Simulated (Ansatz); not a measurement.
# Hypothetical diamond Pd, pressure series

The reference is Pd in the diamond structure (space group Fd-3m, No. 227; a = 5.6853 Å; a hypothetical phase, not in the database extracts checked).

Cell and atoms are relaxed at each pressure.

Level of theory: Ansatz (a program for electronic structure), PBEsol, PAW, cutoff 420 eV, no SOC.

Two rows of this table had their results exchanged by mistake.

| pressure | volume per atom (Å³) | shortest distance (Å) | band gap |
|---|---|---|---|
| pressure −2 GPa | 21.81 | 2.420 | zero |
| pressure −1 GPa | 23.26 | 2.472 | zero |
| pressure 0.3 GPa | 22.88 | 2.459 | zero |
| pressure 0.7 GPa | 22.78 | 2.455 | zero |
| pressure 1.5 GPa | 22.58 | 2.448 | zero |
| pressure 3 GPa | 22.23 | 2.435 | zero |
| pressure 5 GPa | 23.57 | 2.483 | zero |
| pressure 7.5 GPa | 21.34 | 2.402 | zero |
| pressure 10 GPa | 20.92 | 2.386 | zero |

Q: Which two?

A: The rows for pressure −2 GPa and pressure 5 GPa: the volume has to fall steadily with pressure, so 23.57 Å³ belongs to pressure −2 GPa and 21.81 Å³ to pressure 5 GPa.

Load acts through the strain it causes; cell and atoms are relaxed under it. No phonon test of stability was made. Competing high-pressure phases were not computed. All final runs are without spin polarisation. Pd lies near a magnetic instability that expansion can trigger; it was not tested. Pd has a high density of states at the Fermi level and may be magnetic at this level.
